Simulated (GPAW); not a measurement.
## Input and output of a self-consistent single point for KCdF₃ (Pm-3m, 5 atoms in the cell) (GPAW)

Level of theory: PBEsol, GPAW PAW datasets PBEsol (made by gpaw-setup) (plane waves; GPAW).

The input file:

```python
from ase import Atoms
from ase.units import GPa
from gpaw import GPAW

atoms = Atoms(['K', 'Cd', 'F', 'F', 'F'],
              cell=[[4.382090, 0.000000, 0.000000],
                    [0.000000, 4.382090, 0.000000],
                    [0.000000, 0.000000, 4.382090]],
              scaled_positions=[[0.000000, 0.000000, 0.000000],
                                [0.500000, 0.500000, 0.500000],
                                [0.000000, 0.500000, 0.500000],
                                [0.500000, 0.000000, 0.500000],
                                [0.500000, 0.500000, 0.000000]],
              pbc=True)

calc = GPAW(mode={'name': 'pw', 'ecut': 900},
            xc='PBEsol',
            kpts={'size': (6, 6, 6), 'gamma': True},
            occupations={'name': 'fermi-dirac', 'width': 0.05},
            nbands=-8,
            convergence={'bands': -6},
            symmetry={'symmorphic': False, 'tolerance': 0.0005},
            maxiter=100)

atoms.calc = calc

energy = atoms.get_potential_energy()
print('Energy (eV):', round(energy, 6))
forces = atoms.get_forces()
print('Forces (eV/Ang):')
print(forces.round(5))
stress = atoms.get_stress()
print('Stress (GPa, Voigt):', (stress / GPa).round(4))
```

Output (repeated stretches shortened):

```
Input parameters:
  convergence: {bands: -6}
  kpts: {gamma: True,
         size: (6, 6, 6)}
  maxiter: 100
  mode: {ecut: 900,
         name: pw}
  nbands: -8
  occupations: {name: fermi-dirac,
                width: 0.05}
  symmetry: {symmorphic: False,
             tolerance: 0.0005}
  xc: PBEsol

species:
  K:
    name: Potassium
    Z: 19.0
    valence: 9
    core: 10
    charge: 0.0
    file: K.PBEsol.gz

    # Using partial waves for K as LCAO basis

  Cd:
    name: Cadmium
    Z: 48.0
    valence: 12
    core: 36
    charge: 0.0
    file: Cd.PBEsol.gz

    # Using partial waves for Cd as LCAO basis

  F:
    name: Fluorine
    Z: 9.0
    valence: 7
    core: 2
    charge: 0.0
    file: F.PBEsol.gz

    # Using partial waves for F as LCAO basis

Reference energy: -176580.775343  # eV

Spin-paired calculation

Convergence criteria:
 Maximum [total energy] change in last 3 cyles: 0.0005 eV / valence electron
 Maximum integral of absolute [dens]ity change: 0.0001 electrons / valence electron
 Maximum integral of absolute [eigenst]ate change: 4e-08 eV^2 / valence electron
 Maximum number of scf [iter]ations: 100

Symmetries present (total): 48
Symmetries with fractional translations: 0
216 k-points: 6 x 6 x 6 Monkhorst-Pack grid + [1/12,1/12,1/12]
20 k-points in the irreducible part of the Brillouin zone
       k-points in crystal coordinates                weights
   0:     0.00000000    0.00000000    0.00000000          1/216
   1:     0.16666667    0.00000000    0.00000000          6/216
   2:     0.16666667    0.16666667    0.00000000         12/216
   [... 7 lines left out ...]
          ...
  19:     0.50000000    0.50000000    0.50000000          1/216

Wave functions: Plane wave expansion
  Cutoff energy: 900.000 eV
  Number of coefficients (min, max): 5110, 5232
  Pulay-stress correction: 0.000000 eV/Ang^3 (de/decut=0.000000)

Occupation numbers: Fermi-Dirac:
  width: 0.0500  # eV

Eigensolver

Densities:
  Coarse grid: 32*32*32 grid
  Fine grid: 64*64*64 grid
  Total Charge: 0.000000

Density mixing:
  Method: separate
  Backend: pulay
  Linear mixing parameter: 0.05
  old densities: 5
  Damping of long wavelength oscillations: 50

Hamiltonian:
  XC and Coulomb potentials evaluated on a 64*64*64 grid
  External potential:
    NoExternalPotential

XC parameters: PBEsol with 2 nearest neighbor stencil

Number of atoms: 5
Number of atomic orbitals: 26
Number of bands in calculation: 29
Number of valence electrons: 42
Bands to converge: 23

Density initialized from atomic densities
  26 bands from LCAO basis set
  3 bands from random numbers

Atomic positions and initial magnetic moments

Positions:
   0 K      0.000000    0.000000    0.000000    ( 0.0000,  0.0000,  0.0000)
   1 Cd     2.191045    2.191045    2.191045    ( 0.0000,  0.0000,  0.0000)
   2 F      0.000000    2.191045    2.191045    ( 0.0000,  0.0000,  0.0000)
   3 F      2.191045    0.000000    2.191045    ( 0.0000,  0.0000,  0.0000)
   4 F      2.191045    2.191045    0.000000    ( 0.0000,  0.0000,  0.0000)

Unit cell:
           periodic     x           y           z      points  spacing
  1. axis:    yes    4.382090    0.000000    0.000000    32     0.1369
  2. axis:    yes    0.000000    4.382090    0.000000    32     0.1369
  3. axis:    yes    0.000000    0.000000    4.382090    32     0.1369

  Lengths:   4.382090   4.382090   4.382090
  Angles:   90.000000  90.000000  90.000000

Effective grid spacing dv^(1/3) = 0.1369

     iter     time        total  log10-change:
                         energy   eigst   dens
iter:   1 --:--:--   -22.342226   -0.12
iter:   2 --:--:--   -21.901982   -0.81  -1.20
iter:   3 --:--:--   -20.695049   -0.55  -1.24
iter:   4 --:--:--   -20.754313   -0.78  -1.46
iter:   5 --:--:--   -20.603660   -1.19  -1.65
iter:   6 --:--:--   -20.596888   -2.42  -2.32
iter:   7 --:--:--   -20.595829c  -2.34  -2.51
iter:   8 --:--:--   -20.594542c  -3.34  -2.51
iter:   9 --:--:--   -20.594333c  -3.77  -3.05
iter:  10 --:--:--   -20.594419c  -3.99  -3.22
iter:  11 --:--:--   -20.594295c  -4.30  -3.42
iter:  12 --:--:--   -20.594278c  -5.07  -3.78
iter:  13 --:--:--   -20.594278c  -5.39  -4.31c
iter:  14 --:--:--   -20.594278c  -5.85  -4.43c
iter:  15 --:--:--   -20.594278c  -6.13  -4.45c
iter:  16 --:--:--   -20.594278c  -6.42  -4.50c
iter:  17 --:--:--   -20.594278c  -6.62  -4.52c
iter:  18 --:--:--   -20.594278c  -6.88  -4.65c
iter:  19 --:--:--   -20.594278c  -6.80  -4.68c
iter:  20 --:--:--   -20.594278c  -7.68c -4.71c

Converged after 20 iterations.

Dipole moment: (-0.000000, -0.000000, -0.000000) |e|*Ang

Energy contributions relative to reference atoms: (reference = -176580.775343)

Kinetic:        +40.417987
Potential:      -36.038287
External:        +0.000000
XC:             -24.287330
Entropy (-ST):   -0.000000
Local:           -0.686648
SIC:             +0.000000
--------------------------
Free energy:    -20.594278
Extrapolated:   -20.594278

Showing only first 2 kpts
 Kpt  Band  Eigenvalues  Occupancy
  0    19     -0.76295    2.00000
  0    20     -0.76295    2.00000
  0    21      3.98767    0.00000
  0    22      9.20594    0.00000

  1    19     -0.73687    2.00000
  1    20     -0.73687    2.00000
  1    21      4.45305    0.00000
  1    22      9.19535    0.00000

Fermi level: 2.45115

Gap: 2.899 eV
Transition (v -> c):
  (s=0, k=18, n=20, [0.50, 0.50, 0.33]) -> (s=0, k=0, n=21, [0.00, 0.00, 0.00])
Direct/indirect transitions are different
Direct gap: 4.751 eV
Transition at: (s=0, k=0, n=20, [0.00, 0.00, 0.00])
Energy (eV): -20.594278

Forces in eV/Ang:
  0 K     0.00000    0.00000    0.00000
  1 Cd   -0.00000    0.00000    0.00000
  2 F     0.00000   -0.00000    0.00000
  3 F     0.00000    0.00000    0.00000
  4 F     0.00000    0.00000    0.00000

Stress tensor:
     0.006568     0.000000     0.000000
     0.000000     0.006568     0.000000
     0.000000     0.000000     0.006568
Stress (GPa, Voigt): [1.0523 1.0523 1.0523 0.     0.     0.    ]
```

The run converged in 20 iterations. GPAW prints stress with tension positive.

At such cutoffs GPAW's stress carries a finite-basis (Pulay) error, which enters relaxed cells too; its log prints stress with tension positive.

The starting cell comes from a database of computed structures (which also holds hypothetical and non-ambient phases and stackings), without a prior relaxation at this level.

Cost on one core of a shared machine: roughly 40 s.
